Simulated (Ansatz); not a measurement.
# BeSe: pressure series

The parent structure is BeSe in the zinc blende structure (space group F-43m, No. 216; a = 5.178 Å).

Cell and atoms are relaxed at each pressure.

All numbers come from Ansatz (an electronic-structure program) PBE, no spin-orbit coupling.

```csv
pressure (GPa),band gap (eV)
-2,2.73
-1,2.70
0,2.67
0.3,2.67
0.7,2.66
1.5,?
3,2.59
5,2.54
7.5,2.48
```

**Question.** Fit E_g = E₀ + αP + βP² to the rows shown and predict the withheld row.

**Answer.** Least squares on the printed values gives E₀ = 2.67 eV, α = -27.7 meV/GPa, β = 0.22 meV/GPa² (largest residual 0.01 eV); this predicts 2.63 eV, and the run gives 2.63 eV, in agreement.

Load acts through the strain it causes; cell and atoms are relaxed under it. Whether these cells are dynamically stable was not tested. No other phases were tried under pressure.
